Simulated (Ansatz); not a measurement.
Consider a 12-atom supercell of Al in the fcc (Cu type) structure (space group Fm-3m, No. 225; a = 3.9920 Å) at its relaxed geometry.

The values are results of plane-wave PAW DFT at the r2SCAN level (Ansatz, a first-principles code, 500 eV), no SOC, not measurements.

One neutral defect a cell, atoms relaxed at fixed cell.

One change was made to it. Results:

```tsv
quantity	base	after
largest displacement of a host atom from its site in the perfect cell	–	0.42 Å
pressure	-0.2 GPa	10.1 GPa
```

Task: Which change produced these results?
A. H interstitial (started 1.73 Å from the nearest host atom), symmetric start
B. Li interstitial (started 2.00 Å from the nearest host atom)
C. Al vacancy, symmetric start

Result: B, Li interstitial (started 2.00 Å from the nearest host atom). For comparison, the largest displacement of a host atom from its site in the perfect cell in the other runs: Al vacancy, symmetric start gives 0.05 Å; H interstitial (started 1.73 Å from the nearest host atom), symmetric start gives 0.15 Å.

In so small a cell the defect repeats every few ångströms: this is an ordered compound, not a dilute defect. Defects with a symmetric start kept the site's symmetry and may sit on a saddle; the others started slightly shaken. All final runs are without spin polarisation.
